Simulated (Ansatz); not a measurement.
The starting structures come from a database of crystals and need not be the phases stable at ambient conditions.

Here is the system:

```
CELL_PARAMETERS angstrom
      3.30779     0.00000     0.00000
     -1.65390     2.86463     0.00000
      0.00000     0.00000     5.13237
ATOMIC_POSITIONS crystal
  Mg 0.33333 0.66667 0.00216
  Mg 0.66667 0.33333 0.50216
  O  0.33333 0.66667 0.40244
  O  0.66667 0.33333 0.90244
```

Space group of this cell: P6_3mc, wurtzite. The cell is strained (lengths along the current scaled by 1.03, ions clamped); by r2SCAN its mean pressure is -3.5 GPa.

Transport runs along the normal of the first two printed cell vectors, the (001) (indices of the unstrained crystal) plane of the conventional cell.

No gap correction and no spin-orbit coupling; mid-gap values are interpolated between computed energies.

**Question.** Predict the band gap and the smallest decay constant κ at mid-gap from Ansatz (a quantum-chemistry and plane-wave program) with r2SCAN.

**Answer.** Gap 4.02 eV on a 12×12×6 mesh; κ = 0.306 1/Å, at the zone centre.
